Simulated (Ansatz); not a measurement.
**Nb2InC: pressure series**

The reference is Nb2InC (space group P6_3/mmc, No. 194; a = 3.159 Å, c = 14.331 Å; a cell from a computed database, its experimental status unchecked).

Cell and atoms are relaxed at each pressure.

Method: PBEsol (Ansatz, a first-principles code, PAW, no spin-orbit coupling).

```csv
pressure (GPa),volume per atom (Å³/atom)
0,15.479
0.3,15.454
0.7,15.418
1.5,?
3,15.225
5,15.067
7.5,14.882
```

Problem. Fit the third-order Birch–Murnaghan form P(V) = (3B₀/2)[(V₀/V)^(7/3) − (V₀/V)^(5/3)]·[1 + (3/4)(B₀′ − 4)((V₀/V)^(2/3) − 1)] (squares taken in P) to the rows shown and predict the withheld row.

Solution. Least squares on the printed values gives V₀ = 15.480 Å³/atom, B₀ = 174 GPa, B₀′ = 4.6; this predicts 15.349 Å³/atom, and the run gives 15.349 Å³/atom, in agreement.

Load acts through the strain it causes; cell and atoms are relaxed under it. Stability against distortions was not tested. No other phases were tried under pressure. The final runs are not spin-polarised.
